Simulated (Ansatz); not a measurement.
Reference: monolayer SnS, HSE06, rigid bands (plane waves, PAW, scalar-relativistic; Ansatz, a program for electronic structure); geometry: cell and atoms relaxed with PBE.

```cif
data_S2Sn2
_chemical_formula_sum 'Sn2 S2'
_space_group_name_H-M_alt 'P 1'
_space_group_IT_number 1
_cell_length_a 4.07998
_cell_length_b 4.31556
_cell_length_c 18.86692
_cell_angle_alpha 90.000
_cell_angle_beta 90.000
_cell_angle_gamma 90.000
loop_
_space_group_symop_operation_xyz
  'x, y, z'
loop_
_atom_site_label
_atom_site_type_symbol
_atom_site_fract_x
_atom_site_fract_y
_atom_site_fract_z
_atom_site_occupancy
Sn1 Sn 0.75000 0.89652 0.57555 1
Sn2 Sn 0.25000 0.39652 0.42445 1
S1 S 0.25000 0.47808 0.56057 1
S2 S 0.75000 0.97808 0.43943 1
```

The band gap is 2.08 eV and the electron conductivity mass is 0.21 mₑ.

### Question
Replace S by Se on the same sites and relax. What happens?

### Answer
band gap falls (2.08 eV to 1.37 eV); electron conductivity mass falls (0.21 mₑ to 0.145 mₑ).

### Question
Swap Sn for Ge, keeping the structure type. How do these values move?

### Answer
band gap rises (2.08 eV to 2.48 eV); electron conductivity mass rises (0.21 mₑ to 0.34 mₑ).

Moves up to 5 % count as about the same. Masses are for dilute carriers at 300 K, harmonic means over directions unless an axis is named. Spin-orbit coupling is left out.
